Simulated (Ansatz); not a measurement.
Worked example: relaxation of cell and atoms of Ge (P6_3/mmc, 4 atoms in the cell) in Ansatz (an electronic-structure program).

Level of theory: LDA (PW92), default PAW files made with PBE (plane waves; Ansatz).

The change in words: atoms on their sites; basis.ecutwfc: 30.9 Ry → 61.7 Ry; relax: default → cell and atoms. Reference geometry:
```yaml
crystal:
  lattice:
    - [3.97760, 0.00000, 0.00000]
    - [-1.98880, 3.44470, 0.00000]
    - [0.00000, 0.00000, 6.56638]
  atoms:
    - { symbol: Ge, position: [0.66667, 0.33333, 0.07051] }
    - { symbol: Ge, position: [0.33333, 0.66667, 0.93710] }
    - { symbol: Ge, position: [0.33333, 0.66667, 0.56290] }
    - { symbol: Ge, position: [0.66667, 0.33333, 0.43710] }
```

Reference input (self-consistent single point, DFT, LDA (PW92), plane waves, default PAW files made with PBE): basis.ecutwfc = 30.9 Ry; kpoints.mp_grid.grid = 7 7 3; hamiltonian.xc = lda; hamiltonian.pseudopotentials = {kind: paw} (the program's default PAW files); scf.occupations.method = fermi_dirac; scf.occupations.width = 0.0073 Ry. This run's input differs from it in these lines:

Ansatz 0.2 input:
```diff
@@ -6,3 +6,3 @@
   atoms:
-    - { symbol: Ge, position: [0.666667, 0.333333, 0.070515] }
+    - { symbol: Ge, position: [0.666667, 0.333333, 0.062900] }
     - { symbol: Ge, position: [0.333333, 0.666667, 0.937100] }
@@ -11,3 +11,3 @@
 basis:
-  ecutwfc: 30.9 Ry
+  ecutwfc: 61.7 Ry
 kpoints:
@@ -23,2 +23,4 @@
     width: 0.0073 Ry
+relax:
+  cell: {}
 output:
```

Output (repeated stretches shortened):

```
   [... SCF lines of the steps left out ...]
relax step   1: F+E_penalty+E_count = -16862.79095796 eV  Δ(F+E_penalty+E_count) = +0.000e0 eV  max|allowed force component| = 2.056e-2 eV/Å  Δτ_max = 0.0000 Å  P = -0.930 GPa  Ω = 89.970 Å³  (8 SCF iters, dr2 threshold 1.00e-7 eV, accepted)
relax step   2: F+E_penalty+E_count = -16862.79460136 eV  Δ(F+E_penalty+E_count) = -3.643e-3 eV  max|allowed force component| = 3.413e-3 eV/Å  Δτ_max = 0.0006 Å  P = -0.195 GPa  Ω = 88.966 Å³  energy of the carried Pulay correction = +2.718e-5 eV  [...]
relax step   3: F+E_penalty+E_count = -16862.79476481 eV  Δ(F+E_penalty+E_count) = -1.635e-4 eV  max|allowed force component| = 7.385e-4 eV/Å  Δτ_max = 0.0004 Å  P = +0.007 GPa  Ω = 88.703 Å³  energy of the carried Pulay correction = +3.437e-5 eV  [...]
relax step   4: F+E_penalty+E_count = -16862.79473179 eV  Δ(F+E_penalty+E_count) = +3.302e-5 eV  max|allowed force component| = 7.368e-4 eV/Å  Δτ_max = 0.0000 Å  P = +0.007 GPa  Ω = 88.703 Å³  stress off target by 1.06e-2 GPa  SCF on the basis [...]
basis re-selected at this cell: Δ(F+E_penalty+E_count) = +3.302e-5 eV, ΔP = -0.000 GPa vs the last step
the relaxation is at rest under the 24 symmetry operations that the run kept from its start: a minimum is not shown …
Free energy (F): -16862.794732 eV
Internal energy: -16862.782597 eV  (E = F + TS)
E sigma→0 (E₀):  -16862.788665 eV
Entropy (-TS):   -0.012135 eV (-3.034 meV/atom)
Fermi energy:    8.557648 eV
--- Forces (eV/Å), atoms counted from 1 ---
  atom   1  Ge    -0.00000000    -0.00000000    -0.00073677
   [... lines left out ...]
  cell:  # Å, volume = 88.7027 Å³
   [... lines left out ...]
  atoms:
    - { symbol: Ge, position: [0.6666666666666666, 0.33333333333333326, 0.06304509525093788] }
    - { symbol: Ge, position: [0.33333333333333326, 0.6666666666666665, 0.9369549047490621] }
    - { symbol: Ge, position: [0.33333333333333326, 0.6666666666666665, 0.5630450952509377] }
    - { symbol: Ge, position: [0.6666666666666666, 0.33333333333333326, 0.43695490474906207] }
```

The run converged. 

Summary of the result:
Free energy E − TS (on the zero of these files): -16862.7947 eV
Pressure: 0.01 GPa
Final cell: a = b = 3.9596 Å, c = 6.5328 Å, α = β = 90.00°, γ = 120.00°
Final volume per atom: 22.18 Å³
Relaxation steps: 4

The starting cell comes from a database of computed structures (which also holds hypothetical and non-ambient phases and stackings), without a prior relaxation at this level. Its lattice was rescaled by up to half a per cent. The relaxation keeps the symmetry of its start, so its end need not be a minimum. Ansatz's pressure includes its estimate of the finite-basis (Pulay) stress.
